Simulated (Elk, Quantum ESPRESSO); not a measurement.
A Quantum ESPRESSO input for a self-consistent single point of CaCd2Au4 (I4/mmm, 7 atoms in the cell) (DFT, LDA (PZ), plane waves, GBRV 1.5 ultrasoft (LDA) pseudopotentials):

```fortran
&CONTROL
  calculation = 'scf'
  prefix = 'scf'
  outdir = './tmp/'
  pseudo_dir = './'
  tprnfor = .true.
  tstress = .true.
/
&SYSTEM
  ibrav = 7
  celldm(1) = 13.1706314187
  celldm(3) = 0.774175784600
  nat = 7
  ntyp = 3
  ecutwfc = 40
  ecutrho = 320
  occupations = 'smearing'
  smearing = 'gaussian'
  degauss = 0.0073499
/
&ELECTRONS
  conv_thr = 1.0d-10
  mixing_beta = 0.5
/
ATOMIC_SPECIES
Ca    40.0780  ca_lda_v1.uspp.F.UPF
Cd   112.4140  cd_lda_v1.uspp.F.UPF
Au   196.9666  au_lda_v1.uspp.F.UPF
ATOMIC_POSITIONS {crystal}
Ca    0.0000000000    0.0000000000    0.0000000000
Cd   -0.5000000000    0.7500000000    0.2500000000
Cd   -0.5000000000    0.2500000000    0.7500000000
Au   -0.6073000000    0.3036500000    0.3036500000
Au   -0.3927000000    0.6963500000    0.6963500000
Au    0.0000000000    0.6963500000    0.3036500000
Au    0.0000000000    0.3036500000    0.6963500000
K_POINTS {automatic}
5 5 5  0 0 0
```

Translate this input to Elk.

One input that does it (others would too):

```
tasks
  0

rgkmax
  7.5

gmaxvr
  14.0

nxlo
  2

lorbcnd
  .true.

lmaxi
  3

stype
  0

swidth
  0.00367493

maxscl
  100

scale
  1.889726125

avec
   -3.4847990000    3.4847990000    2.6978470000
    3.4847990000   -3.4847990000    2.6978470000
    3.4847990000    3.4847990000   -2.6978470000

sppath
  './'

atoms
  3
  'Ca.in'
  1
  0.0000000000  0.0000000000  0.0000000000    0.0 0.0 0.0
  'Cd.in'
  2
  0.2500000000  0.7500000000  0.5000000000    0.0 0.0 0.0
  0.7500000000  0.2500000000  0.5000000000    0.0 0.0 0.0
  'Au.in'
  4
  0.3036500000  0.3036500000  0.6073000000    0.0 0.0 0.0
  0.6963500000  0.6963500000  0.3927000000    0.0 0.0 0.0
  0.3036500000  0.6963500000  0.0000000000    0.0 0.0 0.0
  0.6963500000  0.3036500000  0.0000000000    0.0 0.0 0.0

ngridk
  5 5 5
```

Basis settings and potentials, where a program has them, do not carry over. This input uses DFT, LDA (PW92), all-electron FP-LAPW, Elk's shipped species files, APW+lo basis with extra local orbitals. LDA parametrisations can differ slightly between programs.

The starting cell comes from a database of computed structures (which also holds hypothetical and non-ambient phases and stackings), without a prior relaxation at this level. Its lattice was rescaled by a random factor within 2.5 % of one. For this run, on top of that: lattice scaled by 0.98.
